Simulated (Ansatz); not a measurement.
# Computed paths: interstitial Li in silicon with all lengths changed by +1 %, charge state +1

Defect: interstitial Li in silicon with all lengths changed by +1 %, charge state +1. Level of theory: PBE, PAW (plane waves to 420 eV; Ansatz, an electronic-structure program).

Cell of 64 host sites held at the strained lattice (strain from the relaxed PBE one, atoms relaxed); a 2×2×2 k-point mesh shifted by half a step; Fermi-Dirac width 0.01 eV, spin-restricted; finite-size errors left in. No zero-point or tunnelling terms. The charge state is imposed; whether it is stable for some Fermi level was not computed. Sites that were not tried may lie lower.

Barriers: single points on a 3×3×3 k-point mesh shifted by half a step at the bands' geometries.

```csv
Route,Start site over the lowest site run (eV),Hop (Å),Forward barrier (eV),Backward barrier (eV),Neighbours at the start,Neighbours at the saddle,Saddle order,"Forward, on the band's own sampling (eV)"
Li moves alone to another site,0.00,2.39,0.55,0.55,"4 Si at 2.47, 6 Si at 2.78 Å",6 Si at 2.39 Å,"not checked, on a symmetry element",0.55
```

Paths come from nudged elastic bands with a climbing image.  A band can be held on a symmetry element, so unchecked saddle points there may be too high.
